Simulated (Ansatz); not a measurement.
```
CELL_PARAMETERS angstrom
      0.00000     3.27262     3.27262
      3.27262     0.00000     3.27262
      3.27262     3.27262     0.00000
ATOMIC_POSITIONS crystal
  Cd 0.00000 0.00000 0.00000
  Te 0.25000 0.25000 0.25000
```

Method: r2SCAN with spin-orbit coupling, rigid bands (plane waves, PAW; Ansatz, a program for electronic structure). Condition of this run: hydrostatic pressure of -1 GPa (compression positive) (the target of the relaxation). Geometry: cell and atoms relaxed with PBEsol, then loaded as said.

Task: What conductivity effective mass do dilute electrons have at 300 K?

Result: 0.095 mₑ.

Task: What conductivity effective mass do dilute holes have at 300 K?

Result: 0.56 mₑ.

Task: And the band gap?

Result: 0.92 eV at this level; semilocal functionals usually fall short of the measured gap.

Rigid bands, one relaxation time for all states, no polarons. Geometry: cell and atoms relaxed with PBEsol.
